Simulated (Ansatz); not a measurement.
VIr3 (P6_3/mmc), PBEsol, DFPT electron-phonon coupling, linearised Boltzmann equation (Ansatz, an electronic-structure program). Phonon-limited resistivity 9.40 μΩ·cm at 300 K along z (a = (5.40, 0.00, 0.00) Å; b = (-2.70, 4.68, 0.00) Å; c = (0.00, 0.00, 4.31) Å), 12.9 μΩ·cm at 400 K, current-weighted mean free path 12.9 nm, Drude plasma energy 5.39 eV.

**Question.** What Drude relaxation time do resistivity and plasma energy imply?

**Answer.** ω_p = 8.19e15 s⁻¹, so τ = 1/(ε₀ ω_p² ρ) = 17.9 fs, a damping ħ/τ of 36.7 meV.

**Question.** What temperature coefficient of resistance follows, and how does it compare with 1/T?

**Answer.** (ρ₄₀₀ − ρ₃₀₀)/(100 K × ρ₃₀₀) = 3.72×10⁻³ K⁻¹, against 1/T = 3.33×10⁻³ K⁻¹ for a resistivity proportional to T. It lies higher because phonons are still being populated at 300 K; impurities would add a constant and lower it.

**Question.** Estimate the electronic thermal conductivity at 300 K by the Wiedemann-Franz law (L₀ = 2.44×10⁻⁸ W·Ω/K²).

**Answer.** L₀T/ρ = 2.44×10⁻⁸ × 300/(9.40×10⁻⁸) = 77.9 W/(m·K). Inelastic scattering puts the true Lorenz number somewhat under L₀ near and below the Debye temperature.

A metal at this level (no band gap). Only scattering by harmonic phonons is included (no impurities, grain boundaries, electron-electron scattering or thermal expansion). Spin-orbit coupling is left out, which matters with elements this heavy. Halving the electron mesh (20x20x20) moves the resistivity by up to 4 % at 300 K, the mean free path by up to 3 %. Smearing 0.20 eV; phonons on a 3x3x3 q mesh, which this run doesn't test.

Computed structure with no diffraction record at hand here (it may be known, metastable or hypothetical): VIr3 (P6_3/mmc). Treated as nonmagnetic (a ferromagnetic start lost its moment, other orders weren't tried): VIr3 (P6_3/mmc).
